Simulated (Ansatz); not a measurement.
**A constructed model of the (111) surface of fcc Ir, a layer of Ag in place of the second plane (bottom of the slab: a bare face, its two planes held)**

Calculation: PBE (plane waves to 420 eV, PAW; Ansatz, a program for electronic structure).

Set-up: 6 atoms, 11.2 Å thick at the start with caps and adatoms (thin: gaps and levels are the slab's own); mesh 16x16x1; 0.1 eV smearing; dipole correction on; 2 atoms held, the rest relaxed; start symmetry kept, larger cells not searched; no spin, no spin-orbit, no U. In PBE it is, or lies within 0.01 eV a 1x1 cell of, the lowest of the 2 structures of its composition computed so far; subsurface sites and larger cells were not tried.

```
Property                                         Result
-----------------------------  ------------------------
work function of the top face                   5.89 eV
energy released by relaxation                   0.15 eV
cost                           roughly 2.0 core-minutes
```
